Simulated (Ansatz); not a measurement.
Results of PBE0-D3(BJ) (PAW; Ansatz, a first-principles code) for L1₂ (Cu3Au-type) Pt3Ti.

Run with plane-wave cutoff 460 eV, 8×8×8 k mesh, Fermi–Dirac smearing 0.05 eV, no spin polarisation, scalar-relativistic PAW data made under PBE.

Pressure at four volumes; x = ln(V/14.385 Å³). One pressure is withheld.

```
V (Å³/atom)        x  P (GPa)
-----------  -------  -------
13.666       -0.0513    18.58
14.385        0.0000     1.06
14.899        0.0351    -8.62
15.105        0.0488        ?
```

Q: Pass a parabola P(x) through the three rows shown, estimate the bulk modulus and its pressure derivative near zero pressure, and predict the withheld pressure.

A: Slopes between the rows: (1.06 − (18.58))/(0.0000 − (-0.0513)) = -341.52 and (-8.62 − (1.06))/(0.0351 − (0.0000)) = -275.78 GPa. Their difference over the span 0.0864 is c = 65.74/0.0864 = 760.9 GPa, so P(x) = 18.58 + (-341.52)(x − (-0.0513)) + 760.9 (x − (-0.0513))(x − (0.0000)). At the middle row B = −dP/dx = −[-341.52 + 760.9 × 0.0513] = 302.5 GPa, and B′ = dB/dP = 2c/B = 5.0. At x = 0.0488 the parabola gives -11.89 GPa; the run gives -11.96 GPa. The Birch–Murnaghan fit to the energies at all volumes has B0 = 296 GPa and B′ = 5.0.

Note: the run has no spin polarisation, so it can have missed a magnetic state.

Spin–orbit coupling is not included.
